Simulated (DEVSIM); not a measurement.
System: Cr/AlN/n-Ge capacitor, at 250 K.

Layer 1 from the left is AlN, thickness (nm) 15.0. Layer 2 from the left is Ge, thickness (nm) 4200, Nd (cm⁻³) 2e16.

Metal gate on the left, work function 4.5 eV. Fixed charge at the semiconductor interface -3.9e11 cm⁻² (in units of +e); no interface traps.

Constants are typed, rounded textbook-type inputs, not results; the design itself was drawn at random and stands for no fabricated device. Values at 300 K; Nc and Nv go as T^1.5, mobilities as T to minus their exponent, the gap by Varshni's rule with the affinity fixed.

AlN: gap (eV) 6.1, affinity (eV) 1.9, permittivity 8.5. Ge: gap (eV) 0.664, affinity (eV) 4, permittivity 16, Nc (cm⁻³) 1.04e19, Nv (cm⁻³) 6e18, Varshni α (eV/K) 0.000477, Varshni β (K) 235.

**Question.** Estimate by hand the flat-band voltage, the threshold voltage, and compare with a numerical solution.

**Answer.** 
- Flat-band voltage: C = 0.502 μF/cm², work-function difference 0.371 V; VFB = φms − qNf/C = 0.50 V; numerical 0.50 V.
- Threshold voltage: φF = 0.218 V, depletion charge √(4εqNφF) = 6.30e-8 C/cm²; VT = VFB − 2φF − Qd/C = -0.07 V; numerical -0.07 V.

Model (solved in DEVSIM): 1D Poisson equation in equilibrium, Boltzmann statistics, complete ionisation; no quantum confinement or tunnelling. Metal contacts follow the ideal Schottky-Mott rule: no Fermi-level pinning, no interface dipoles.
